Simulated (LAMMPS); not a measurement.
Molecular dynamics of a symmetric tilt boundary about [1-10] in Si (diamond structure), boundary plane (332).

Model: classical MD, pair style edip, file Si.edip (LAMMPS).

Σ11, energy 0.74 J/m² at 0 K; heated in steps, 60 ps sampled at each, free outer surfaces; steps at which the grains lost their order are left out.

```json
[
 {"T (K)": "844", "disordered width (Å)": "1.2", "disordered share in the grains": "0.00"},
 {"T (K)": "1181", "disordered width (Å)": "1.8", "disordered share in the grains": "0.00"},
 {"T (K)": "1350", "disordered width (Å)": "…", "disordered share in the grains": "0.00"},
 {"T (K)": "1518", "disordered width (Å)": "…", "disordered share in the grains": "0.01"}
]
```

### Question
What belongs in the gaps?

### Answer

- 1518, disordered width (Å): 2.9
- 1350, disordered width (Å): 2.4
